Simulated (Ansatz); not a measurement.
# Te: response to strain

Base system: Te (space group P3_121, No. 152; made of chains).

```yaml
crystal:
  lattice:
    - [4.62355, 0.00000, 0.00000]
    - [-2.31177, 4.00411, 0.00000]
    - [0.00000, 0.00000, 5.90437]
  atoms:
    - { symbol: Te, position: [0.25344, 0.00000, 0.33333] }
    - { symbol: Te, position: [0.00000, 0.25344, 0.66667] }
    - { symbol: Te, position: [0.74656, 0.74656, 0.00000] }
```

Cartesian axes are those of the cell as printed.

Strains are applied to the cell and any free atomic positions relax; under biaxial strain the out-of-plane vector relaxes too.

Calculations: r2SCAN (Ansatz, a program for electronic structure, PAW, without spin-orbit coupling), earlier PAW set.

Candidates:
(a) biaxial strain +1.64 %, plane normal [001], relaxed out of plane
(b) tensor shear ε_yz = +1.05 %
(c) uniaxial strain ε_zz = +1.05 %
(d) biaxial strain +3.71 %, plane normal [001], relaxed out of plane
(e) biaxial strain +3.38 %, plane normal [001], relaxed out of plane

For the base:

- Smallest direct gap = 0.59 eV

**Question.** Order them by smallest direct gap, lowest first.

**Answer.** (c) uniaxial strain ε_zz = +1.05 % (0.52 eV), (b) tensor shear ε_yz = +1.05 % (0.56 eV), (a) biaxial strain +1.64 %, plane normal [001], relaxed out of plane (0.74 eV), (e) biaxial strain +3.38 %, plane normal [001], relaxed out of plane (0.91 eV), (d) biaxial strain +3.71 %, plane normal [001], relaxed out of plane (0.94 eV)

Spin-orbit coupling, missing from the scalar runs, can matter with Te. Whether these cells are dynamically stable was not tested. No dispersion term is included, though the crystal is made of layers, chains or molecules, so its spacings can come out too wide.
